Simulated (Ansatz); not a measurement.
## Pressure series in PbO

Start from PbO (space group P4/nmm, No. 129; a = 4.0342 Å, c = 4.9937 Å; layered, stacked along the Cartesian z axis).

Cell and atoms are relaxed at each pressure.

The values are results of PBE-D3(BJ) in Ansatz (plane waves to 420 eV, PAW, scalar-relativistic without spin-orbit coupling), not measurements.

Candidates:
(a) pressure 5 GPa
(b) pressure 0.3 GPa
(c) pressure 10 GPa
(d) pressure 7.5 GPa

Base values:

```
Quantity   Result
---------  ------
c/a ratio   1.238
```

Question: Order them by c/a ratio, highest first.

Answer: (b) pressure 0.3 GPa (1.225), (a) pressure 5 GPa (1.100), (d) pressure 7.5 GPa (1.057), (c) pressure 10 GPa (1.022)

From pressure 10 GPa on, the axis ratios lie over 15 % from the base's, so the cell there is far from its starting form. Load acts through the strain it causes; cell and atoms are relaxed under it. Stability against distortions was not tested. No other phases were tried under pressure. The program warned that a D3 coordination switch lies within reach, so dispersion energies are less smooth here.

Ansatz is a first-principles code.
